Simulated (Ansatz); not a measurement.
Band structure of LiF (Fm-3m, 2 atoms in the cell).

```yaml
crystal:
  lattice:
    - [0.00000, 2.01803, 2.01803]
    - [2.01803, 0.00000, 2.01803]
    - [2.01803, 2.01803, 0.00000]
  atoms:
    - { symbol: Li, position: [0.00000, 0.00000, 0.00000] }
    - { symbol: F, position: [0.50000, 0.50000, 0.50000] }
```

Computed with PBE (plane waves, PAW; Ansatz, a first-principles code).

Settings: basis.ecutwfc = 420 eV; kpoints.mp_grid.grid = 9 9 9; hamiltonian.xc = pbe; hamiltonian.pseudopotentials = {kind: paw} (the program's default PAW files); scf.occupations.method = fixed; kpoints.band_path.npoints = 8.

The starting cell comes from a database of computed structures (which also holds hypothetical and non-ambient phases and stackings), without a prior relaxation at this level. Its lattice was rescaled by a random factor within 2.5 % of one.

Predict the gap along the standard path and the places of the band edges.

The gap along the path is 9.03 eV, direct at Γ to within 0.01 eV.

Levels in eV from the top of the valence band on the path, bands 2 to 8:
```tsv
point	2	3	4	5	6	7	8
Γ	-19.95	0.00	0.00	0.00	9.03	23.87	23.87
X	-19.27	-2.97	-0.99	-0.99	14.76	16.47	17.38
W	-19.29	-2.05	-2.05	-0.79	15.02	15.02	17.39
K	-19.31	-2.47	-1.55	-0.73	14.46	14.86	18.35
L	-19.53	-2.50	-0.23	-0.23	10.77	16.67	18.86
U	-19.31	-2.47	-1.55	-0.73	14.46	14.86	18.35
```

Keys are those of Ansatz 0.2.
